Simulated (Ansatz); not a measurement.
The reference is a 9-atom supercell of SnS₂ in the CdI2 type structure (space group P-3m1, No. 164; a = 3.6694 Å, c = 5.8062 Å; layered, stacked along the Cartesian z axis) at its relaxed geometry.

Computed with plane-wave PAW DFT at the PBE-D3(BJ) level (Ansatz, a program for electronic structure, 420 eV), spin-orbit coupling left out.

It is then changed as follows: a neutral Li interstitial (started 2.55 Å from the nearest host atom), atoms relaxed at fixed cell, starting from a slightly rattled geometry.

Q: What does the calculation give for the largest displacement of a host atom from its site in the perfect cell and final site of the added atom after the change?

A: The largest displacement of a host atom from its site in the perfect cell amounts to 0.19 Å; the final site of the added atom amounts to 6 S at 2.50 Å (octahedral).

Other magnetic orders, which the real material may have, were not ruled out. The cell is small, so the values are those of an ordered compound at a high defect concentration; dilute-limit values will differ. Starting moments died away, wholly or in part, for Li interstitial (started 2.55 Å from the nearest host atom); another magnetic solution may exist. The defect cell is spin-polarised and ends with 0.0 μB.
